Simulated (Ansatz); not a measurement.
Input and output of a relaxation of cell and atoms for HfOs (Pm-3m, 2 atoms in the cell) (Ansatz, a program for electronic structure).

Computed with PBEsol, default PAW files made with PBE (plane waves; Ansatz).

The change in words: atoms on their sites; basis.ecutwfc: 30.9 Ry → 21.7 Ry; relax: default → cell and atoms. Reference geometry:
```xyz
2
Lattice="3.2273 0.0000 0.0000 0.0000 3.2273 0.0000 0.0000 0.0000 3.2273" Properties=species:S:1:pos:R:3 pbc="T T T"
Hf     0.0000     0.0000     0.0500
Os     1.6136     1.6136     1.6136
```

Reference input (self-consistent single point, DFT, PBEsol, plane waves, default PAW files made with PBE): basis.ecutwfc = 30.9 Ry; kpoints.mp_grid.grid = 10 10 10; hamiltonian.xc = pbesol; hamiltonian.pseudopotentials = {kind: paw} (the program's default PAW files); scf.occupations.method = gaussian; scf.occupations.width = 0.0073 Ry. This run's input differs from it in these lines:

Ansatz 0.2 input:
```diff
@@ -7,6 +7,6 @@
   atoms:
-    - { symbol: Hf, position_ang: [0.00000000, 0.00000000, 0.04999983] }
+    - { symbol: Hf, position_ang: [0.00000000, 0.00000000, 0.00000000] }
     - { symbol: Os, position_ang: [1.61362650, 1.61362650, 1.61362650] }
 basis:
-  ecutwfc: 30.9 Ry
+  ecutwfc: 21.7 Ry
 kpoints:
@@ -18,2 +18,4 @@
   occupations: { method: gaussian, width: 0.0073 Ry }
+relax:
+  cell: {}
 output:
```

Output, abridged:

```
   [... SCF lines of the steps left out ...]
relax step   1: F+E_penalty+E_count = -26850.08017128 eV  Δ(F+E_penalty+E_count) = +0.000e0 eV  max|allowed force component| = 3.418e-29 eV/Å  Δτ_max = 0.0000 Å  P = -0.378 GPa  Ω = 33.612 Å³  (7 SCF iters, dr2 threshold 1.00e-7 eV, accepted)
relax step   2: F+E_penalty+E_count = -26850.09750396 eV  Δ(F+E_penalty+E_count) = -1.733e-2 eV  max|allowed force component| = 3.320e-30 eV/Å  Δτ_max = 0.0000 Å  P = +1.713 GPa  Ω = 33.408 Å³  energy of the carried Pulay correction = +1.818e-2 eV  [...]
   [... lines left out ...]
relax step   5: F+E_penalty+E_count = -26850.08200737 eV  Δ(F+E_penalty+E_count) = -1.003e-3 eV  max|allowed force component| = 8.349e-30 eV/Å  Δτ_max = 0.0000 Å  P = -0.017 GPa  Ω = 33.564 Å³  energy of the carried Pulay correction = +9.986e-4 eV  [...]
relax step   6: F+E_penalty+E_count = -26850.08200737 eV  Δ(F+E_penalty+E_count) = -3.638e-12 eV  max|allowed force component| = 3.977e-30 eV/Å  Δτ_max = 0.0000 Å  P = -0.042 GPa  Ω = 33.564 Å³  stress off target by 4.23e-2 GPa  SCF on the basis [...]
basis re-selected at this cell: Δ(F+E_penalty+E_count) = -3.638e-12 eV, ΔP = -0.025 GPa vs the last step
the relaxation is at rest under the 48 symmetry operations that the run kept from its start: a minimum is not shown …
Stability not checked: this state was not tested for a lower state beside it, because too few of the mixer's solves of this state at the end of the SCF gave a …
Free energy (F): -26850.082007 eV
Internal energy: -26850.079672 eV  (E = F + TS)
   [... lines left out ...]
Fermi energy:    23.993976 eV
   [... lines left out ...]
to start a new deck from the relaxed geometry:
  cell:  # Å, volume = 33.5641 Å³
    - [3.225707589365013, 6.419766481290786e-35, 4.814824860968089e-35]
    - [6.419766481290786e-35, 3.225707589365013, 0.0]
    - [4.814824860968089e-35, 0.0, 3.225707589365013]
  atoms:
    - { symbol: Hf, position: [-4.77741668295725e-47, -5.3710601761057834e-48, -1.978811643828447e-48] }
    - { symbol: Os, position: [0.5, 0.5, 0.5] }
```

The run converged.  The full log also holds: “iter 5 did not close the SCF: its close was put off for the readings that it lacked (scf_convergence_deferred on its scf_iter line)”. The full log also holds: “iter 4 did not close the SCF: its close was put off for the readings that it lacked (scf_convergence_deferred on its scf_iter line)”.

Summary of the result:
- Free energy E − TS (on the zero of these files): -26850.0820 eV
- Fermi level (on the code's own zero): 23.99 eV
- Pressure: -0.04 GPa
- Final cell: a = b = c = 3.2257 Å, α = β = γ = 90.00°
- Final volume per atom: 16.78 Å³
- Relaxation steps: 6

The starting cell comes from a database of computed structures (which also holds hypothetical and non-ambient phases and stackings), without a prior relaxation at this level. Its lattice was rescaled by up to half a per cent. Spin polarisation is off. The relaxation keeps the symmetry of its start, so its end need not be a minimum. Ansatz's pressure includes its estimate of the finite-basis (Pulay) stress. Without the estimate this run gives -14.25 GPa. The cutoff lies below the one recommended for these files.
